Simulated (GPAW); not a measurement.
Troubleshooting GPAW: a failed run on Rh (Fm-3m, 1 atom in the cell). The aim is a self-consistent single point with DFT PBE, plane waves, GPAW PAW datasets PBE (gpaw-data 1.0.1).

Cell that was meant: a = 2.6509 Å, b = 2.6509 Å, c = 2.6509 Å, α = 60.00°, β = 60.00°, γ = 60.00°.

Part of the input:

```python
from gpaw import GPAW

atoms = Atoms(['Rh'],
              cell=[[0.000000, 0.991911, 0.991911],
                    [0.991911, 0.000000, 0.991911],
                    [0.991911, 0.991911, 0.000000]],
              scaled_positions=[[0.000000, 0.000000, 0.000000]],
              pbc=True)

calc = GPAW(mode={'name': 'pw', 'ecut': 600},
[...]
            nbands=-5,
            convergence={'forces': 0.001},
            symmetry={'symmorphic': False, 'tolerance': 0.0005},
            maxiter=60,
            txt='-')

atoms.calc = calc
```

Log, with long lists cut:

```
Input parameters:
  convergence: {forces: 0.001}
  kpts: [15 15 15]
  maxiter: 60
  mode: {ecut: 600,
         name: pw}
  nbands: -5
  occupations: {name: methfessel-paxton,
                order: 1,
                width: 0.1}
  symmetry: {symmorphic: False,
             tolerance: 0.0005}
  xc: PBE

species:
  Rh:
    name: Rhodium
    Z: 45.0
   [... lines left out ...]
 Maximum integral of absolute [dens]ity change: 0.0001 electrons / valence electron
 Maximum integral of absolute [eigenst]ate change: 4e-08 eV^2 / valence electron
 Maximum change in the atomic [forces] across last 2 cycles: 0.001 eV/Ang OR
Maximum error relative to the maximum force is below inf
 Maximum number of scf [iter]ations: 60

Symmetries present (total): 48
Symmetries with fractional translations: 0
3375 k-points: 15 x 15 x 15 Monkhorst-Pack grid
120 k-points in the irreducible part of the Brillouin zone
       k-points in crystal coordinates                weights
   0:     0.00000000    0.00000000    0.00000000          1/3375
   1:     0.06666667    0.06666667    0.00000000          6/3375
   2:     0.06666667    0.06666667    0.06666667          8/3375
   [... 7 lines left out ...]
          ...
 119:     0.46666667    0.46666667    0.46666667          8/3375

Wave functions: Plane wave expansion
  Cutoff energy: 600.000 eV
  Number of coefficients (min, max): 59, 73
  Pulay-stress correction: 0.000000 eV/Ang^3 (de/decut=0.000000)

Occupation numbers: Methfessel-Paxton:
  width: 0.1000  # eV
  order: 1

Eigensolver

Densities:
  Coarse grid: 8*8*8 grid
  Fine grid: 16*16*16 grid
  Total Charge: 0.000000

Density mixing:
  Method: separate
  Backend: pulay
  Linear mixing parameter: 0.05
  old densities: 5
  Damping of long wavelength oscillations: 50

Hamiltonian:
  XC and Coulomb potentials evaluated on a 16*16*16 grid
  External potential:
    NoExternalPotential

XC parameters: PBE with 2 nearest neighbor stencil

Number of atoms: 1
Number of atomic orbitals: 12
Number of bands in calculation: 12
Number of valence electrons: 15
Bands to converge: occupied

Density initialized from atomic densities
Traceback (most recent call last):
   [... frames left out ...]
numpy.linalg.LinAlgError: The leading minor of order 10 of B is not positive definite. The factorization of B could not be completed and no eigenvalues or eigenvectors were computed.
```

### Question
From the messages shown, name the fault and mend the input.

### Answer
The fault is this: cell numbers converted the wrong way (times 0.529); here the program stops on it instead of giving results. To fix it, give the lengths in the unit that the key or card expects. The program stopped with an error.

The sound input it was made from differs as follows (other fixes are possible):
```diff
-              cell=[[0.000000, 0.991911, 0.991911],
-                    [0.991911, 0.000000, 0.991911],
-                    [0.991911, 0.991911, 0.000000]],
-              scaled_positions=[[0.000000, 0.000000, 0.000000]],
+              cell=[[0.000000, 1.874440, 1.874440],
+                    [1.874440, 0.000000, 1.874440],
+                    [1.874440, 1.874440, 0.000000]],
+              positions=[[0.000000, 0.000000, 0.000000]],
-            maxiter=60,
+            maxiter=150,
```

With that input, the run converged in 14 iterations: free energy E − TS (from the program's reference atoms) -7.2562 eV; Fermi level (on the code's own zero) 12.66 eV; pressure 21.63 GPa (DFT PBE, plane waves, GPAW PAW datasets PBE (gpaw-data 1.0.1)).

On the sound input: the starting cell comes from a database of computed structures (which also holds hypothetical and non-ambient phases and stackings), without a prior relaxation at this level. Its lattice was rescaled by a random factor within 2.5 % of one. Spin polarisation is off. With a pressure of about 22 GPa the cell is away from its equilibrium volume at this level.
